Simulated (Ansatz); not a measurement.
We look at the formation energy of SiC (3C, zinc blende, F-43m) from the elements. Reaction: C (graphite) + Si (diamond) → SiC (3C, zinc blende). The sign is products less reactants. The value is per atom of the solid.

SiC (3C, zinc blende, F-43m), 2 atoms in the cell, k-point mesh 14×14×14 on the run's own vectors.
```
CSi
1.0
    0.00000     2.17435     2.17435
    2.17435     0.00000     2.17435
    2.17435     2.17435     0.00000
Si C
1 1
Direct
  0.00000   0.00000   0.00000
  0.75000   0.75000   0.75000
```

C (graphite, P6₃/mmc), 4 atoms in the cell, k-point mesh 18×18×6 on the run's own vectors. Conventional cell: a = 2.4649 Å, b = 2.4649 Å, c = 6.7276 Å, α = 90.00°, β = 90.00°, γ = 120.00°.

Si (diamond, Fd-3m), 2 atoms in the cell, k-point mesh 10×10×10 on the run's own vectors. Conventional cell: a = b = c = 5.421 Å, α = β = γ = 90.00°.

Computed with Ansatz (plane waves, PAW), its default PAW set, cutoff 420 eV, 500 eV for r2SCAN. The structures are at rest with PBE+D3(BJ); other levels are single points on them. HSE06 runs on coarser k-point meshes, mended by the PBE difference between the two meshes. Some cells are metallic or hold partly filled levels, where a hybrid on a coarse mesh is less sure. Neutral cells; Fermi-Dirac smearing of at most 0.05 eV in the solids, energies taken to zero width. The lattices are those relaxed with PBE+D3(BJ), so at other levels the solids can be strained, which adds to the spread. A dispersion term (D3(BJ), or D4 for r2SCAN) was computed beside these levels and is taken off wherever the name lacks it. Nuclei at rest; no vibrational terms.

Q: What value does PBE+D3(BJ) give?

A: -0.28 eV/atom, for C (graphite) + Si (diamond) → SiC (3C, zinc blende).

Q: What do the other levels give, and how wide is the spread?

A: 
```tsv
Method	value (eV/atom)	less PBE+D3(BJ)
PBE	-0.21	0.07
r2SCAN+D4	-0.33	-0.05
HSE06	-0.28	0.00
```

The levels span 0.12 eV/atom, from r2SCAN+D4 (-0.33) to PBE (-0.21).

Ansatz is a quantum-chemistry and plane-wave program.
